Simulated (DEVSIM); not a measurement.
Structure: illuminated Si p-on-n cell, one wavelength, at 300 K.

Layer 1 from the left is Si, thickness (μm) 0.950, Na (cm⁻³) 4.4e18, τn (s) 4.8e-8, τp (s) 1.1e-7, absorption coefficient (cm⁻¹) 190. Layer 2 from the left is Si, thickness (μm) 66.0, Nd (cm⁻³) 6.6e15, τn (s) 7.7e-7, τp (s) 7.7e-7, absorption coefficient (cm⁻¹) 190.

Left contact: ohmic, minority electron recombination velocity 9e6 cm/s. Right contact: ohmic, minority hole recombination velocity 300 cm/s. Voltage is applied to the left contact. Recombination: SRH at mid-gap, radiative, Auger. Light enters at the left, 4.4e16 photons cm⁻² s⁻¹, one pass, no reflection. Mobility is μmin + (μ − μmin)/(1 + (N/Nref)^α).

This is a model device: material constants are rounded textbook-type values typed into the input, and sizes, dopings and lifetimes were drawn at random. Values at 300 K.

Si: gap (eV) 1.124, affinity (eV) 4.05, permittivity 11.7, Nc (cm⁻³) 2.86e19, Nv (cm⁻³) 3.1e19, μn (cm²/Vs) 1417, μp (cm²/Vs) 470, μn,min 52, μp,min 45, Nref,n 9.7e16, Nref,p 2.2e17, αn 0.68, αp 0.72, B (cm³/s) 4.7e-15, Cn (cm⁶/s) 2.8e-31, Cp (cm⁶/s) 9.9e-32.

DEVSIM, 1D drift-diffusion, Boltzmann statistics, complete ionisation; no tunnelling, impact ionisation, image-force lowering or self-heating.

Q: What does the simulation give for the open-circuit voltage, the dark forward voltage at 1 A/cm²?

A: open-circuit voltage 0.498 V; dark forward voltage at 1 A/cm² 0.662 V.
